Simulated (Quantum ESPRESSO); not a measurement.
A self-consistent single point of RbBr (Fm-3m, 2 atoms in the cell) with Quantum ESPRESSO.

Computed with PBE-D3(BJ) with three-body term, GBRV 1.5 ultrasoft (PBE) pseudopotentials (plane waves; Quantum ESPRESSO).

```
RbBr
1.0
    0.00000     3.45595     3.45595
    3.45595     0.00000     3.45595
    3.45595     3.45595     0.00000
Rb Br
1 1
Cartesian
  0.00000   0.00000   0.00000
  3.45595   3.45595   3.45595
```

Reference input (self-consistent single point, DFT, PBE, plane waves, GBRV 1.5 ultrasoft (PBE) pseudopotentials): ecutwfc = 40 Ry; ecutrho = 200 Ry; occupations = fixed; potentials = {Rb: rb_pbe_v1.uspp.F.UPF, Br: br_pbe_v1.4.uspp.F.UPF}; K_POINTS = automatic 4 4 4 0 0 0; nbnd = 12; conv_thr = 1e-09 Ry; mixing_beta = 0.3. This run's input differs from it in these lines:

```diff
@@ -16,2 +16,5 @@
     nbnd = 12
+    vdw_corr = 'grimme-d3'
+    dftd3_version = 4
+    dftd3_threebody = .true.
 /
```

Output, abridged:

```
     Self-consistent Calculation

     iteration #  1     ecut=    40.00 Ry     beta= 0.30

     Threshold (ethr) on eigenvalues was too large:
     Diagonalizing with lowered threshold

     negative rho (up, down):  7.333E-02 0.000E+00

     total energy              =    -100.29276940 Ry
     estimated scf accuracy    <       0.07177958 Ry

     iteration #  2     ecut=    40.00 Ry     beta= 0.30

     negative rho (up, down):  7.251E-02 0.000E+00

     total energy              =    -100.28701090 Ry
     estimated scf accuracy    <       0.01759562 Ry

     iteration #  3     ecut=    40.00 Ry     beta= 0.30

     negative rho (up, down):  7.295E-02 0.000E+00

     total energy              =    -100.28992488 Ry
     estimated scf accuracy    <       0.00161697 Ry

   [... 5 blocks of this kind left out ...]

     iteration #  9     ecut=    40.00 Ry     beta= 0.30

     negative rho (up, down):  7.272E-02 0.000E+00

     total energy              =    -100.29009615 Ry
     estimated scf accuracy    <          5.8E-09 Ry

     iteration # 10     ecut=    40.00 Ry     beta= 0.30

     negative rho (up, down):  7.272E-02 0.000E+00
     End of self-consistent calculation

     highest occupied, lowest unoccupied level (ev):     1.1047    5.4060

!    total energy              =    -100.29009616 Ry
     estimated scf accuracy    <          1.6E-10 Ry

     DFT-D3 Dispersion         =      -0.02680406 Ry

     convergence has been achieved in  10 iterations

     negative rho (up, down):  7.272E-02 0.000E+00

     Forces acting on atoms (cartesian axes, Ry/au):

     atom    1 type  1   force =     0.00000000    0.00000000    0.00000000
     atom    2 type  2   force =     0.00000000    0.00000000    0.00000000

     Total force =     0.000000     Total SCF correction =     0.000000

     negative rho (up, down):  7.272E-02 0.000E+00
          total   stress  (Ry/bohr**3)                   (kbar)     P=       -1.07
  -0.00000727   0.00000000  -0.00000000           -1.07        0.00       -0.00
   0.00000000  -0.00000727  -0.00000000            0.00       -1.07       -0.00
  -0.00000000  -0.00000000  -0.00000727           -0.00       -0.00       -1.07

   JOB DONE.
```

The run converged in 10 iterations. Against the reference run the pressure goes from 0.58 to -0.11 GPa and the gap on the mesh stays at 4.301 eV.

The starting cell comes from a database of computed structures (which also holds hypothetical and non-ambient phases and stackings), without a prior relaxation at this level.
